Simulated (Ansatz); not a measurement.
Functionals compared on the (22-41) surface of hcp Ru in its 1x1 cell, outermost plane spacing 0.34 Å in the ideal cut, in Ansatz (plane waves, PAW). The structure was relaxed with PBE; the other rows are single points on it. Cutoff 420 eV (500 eV for r2SCAN).

Slab: 31 atoms, 10.1 Å thick at the start (thin: gaps and levels are the slab's own); k 8x5x1, smearing 0.1 eV, dipole-corrected; all atoms relaxed; symmetry of the start imposed; no spin, no spin-orbit, no U. These notes are the PBE run's.

```json
[
 {"functional": "PBE", "work function of the top face (eV)": "4.39", "rough cost of the single point": "–"},
 {"functional": "LDA", "work function of the top face (eV)": "…", "rough cost of the single point": "very roughly 15 core-minutes"},
 {"functional": "PBEsol", "work function of the top face (eV)": "4.50", "rough cost of the single point": "about 12 core-minutes (a rough figure)"},
 {"functional": "RPBE", "work function of the top face (eV)": "4.23", "rough cost of the single point": "roughly 11 core-minutes"},
 {"functional": "r2SCAN", "work function of the top face (eV)": "4.38", "rough cost of the single point": "very roughly 19 core-minutes"}
]
```

Problem. Fill in the missing entries.

Solution. 
- LDA, work function of the top face (eV): 4.74

Ansatz is a quantum-chemistry and plane-wave program.
